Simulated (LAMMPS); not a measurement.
MD of CdTe (zinc blende) at zero pressure, 4096 atoms, as a liquid; each row is its own run.

Model: classical MD, pair style sw, file CdTe.sw, run in LAMMPS.

```
T (K)  D(Cd) (cm²/s)
-----  -------------
1080         1.87e-5
1220         3.43e-5
1490         8.17e-5
1690        0.000118
1890        0.000155
2160        0.000231
```

Task: Fit an Arrhenius law, ln y = a + b / x, to these rows (x is the first column, y the second) and predict the run at x = 1350.

Result: Least squares gives a = -5.8768 and b = -5377. The slope times kB gives an activation energy of 0.46 eV. At x = 1350 the fit predicts 5.23e-5 cm²/s. The run itself gave (5.42 ± 0.10) × 10^-5 cm²/s, so the fit is 3.5 % low.

Caution: the real compound melts congruently only under the pressure of its own vapour and loses its more volatile element when open.

Caution (rows 1080; 1220): this liquid lies under the melting point of about 1360 K that CdTe.sw gives, so it is undercooled.

Caution (row 1220): enthalpy drifts during the constant-pressure average: a transition or slow ageing; fluctuation values are void.

Errors of D are the spread over four groups of atoms in one short run; a floor of about 5 %, a picked value, is safer.
